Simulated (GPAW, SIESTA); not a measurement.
A SIESTA input for a self-consistent single point of Ni3Se2 (R32, 5 atoms in the cell) (DFT, LDA PW92, numerical atomic orbitals DZP, PseudoDojo LDA standard norm-conserving potentials (rewritten from UPF to PSML)):

```
# files in the folder: Ni.psml Se.psml (PseudoDojo LDA standard)
SystemName  Ni3Se2
SystemLabel Ni3Se2

NumberOfAtoms                5
NumberOfSpecies              2
%block ChemicalSpeciesLabel
  1 28 Ni
  2 34 Se
%endblock ChemicalSpeciesLabel
LatticeConstant              1.0 Ang
%block LatticeVectors
     2.879838000    1.662675000    2.308319000
    -2.879838000    1.662675000    2.308319000
     0.000000000   -3.325351000    2.308319000
%endblock LatticeVectors
AtomicCoordinatesFormat      Ang
%block AtomicCoordinatesAndAtomicSpecies
    -1.458551552    1.662675000    2.308319000  1
    -0.710643224   -2.094480764    2.308319000  1
     2.169194776    0.431804764    2.308319000  1
    -0.000000000   -0.000000258    1.785807911  2
    -0.000000000   -0.000000742    5.139149089  2
%endblock AtomicCoordinatesAndAtomicSpecies

XC.functional                LDA
XC.authors                   PW92
PAO.BasisSize                DZP
PAO.EnergyShift              0.01 Ry
MeshCutoff                   400 Ry
%block kgrid.MonkhorstPack
    7   0   0  0.0
    0   7   0  0.0
    0   0   7  0.0
%endblock kgrid.MonkhorstPack
OccupationFunction           MP
OccupationMPOrder            0
ElectronicTemperature        100.0 meV

MaxSCFIterations             150
SCF.Mixer.Method             Pulay
SCF.Mixer.Weight             0.25
SCF.Mixer.History            8
SCF.DM.Tolerance             1.0E-04
Diag.ParallelOverK           true
WriteForces                  true
Charge.Mulliken              end
```

### Question
Translate this input to GPAW.

### Answer
One input that does it (others would too):

```python
from ase import Atoms
from ase.units import GPa
from gpaw import GPAW

atoms = Atoms(['Ni', 'Ni', 'Ni', 'Se', 'Se'],
              cell=[[2.879838, 1.662675, 2.308319],
                    [-2.879838, 1.662675, 2.308319],
                    [0.000000, -3.325351, 2.308319]],
              positions=[[-1.458552, 1.662675, 2.308319],
                         [-0.710643, -2.094481, 2.308319],
                         [2.169195, 0.431805, 2.308319],
                         [-0.000000, -0.000000, 1.785808],
                         [-0.000000, -0.000001, 5.139149]],
              pbc=True)

calc = GPAW(mode={'name': 'pw', 'ecut': 850},
            xc='LDA',
            kpts=(7, 7, 7),
            occupations={'name': 'methfessel-paxton', 'width': 0.1, 'order': 0},
            nbands=-11,
            convergence={'density': 1e-05},
            symmetry={'symmorphic': False, 'tolerance': 0.0005},
            maxiter=120,
            txt='-')

atoms.calc = calc

energy = atoms.get_potential_energy()
print('Energy (eV):', round(energy, 6))
forces = atoms.get_forces()
print('Forces (eV/Ang):')
print(forces.round(5))
stress = atoms.get_stress()
print('Stress (GPa, Voigt):', (stress / GPa).round(4))
```

Basis settings and potentials, where a program has them, do not carry over. This input uses DFT LDA (Perdew-Wang 92), plane waves, GPAW PAW datasets LDA (gpaw-data 1.0.1). LDA parametrisations can differ slightly between programs.

The starting cell comes from a database of computed structures (which also holds hypothetical and non-ambient phases and stackings), without a prior relaxation at this level. Its lattice was rescaled by a random factor within 2.5 % of one. For this run, on top of that: lattice scaled by 0.98.
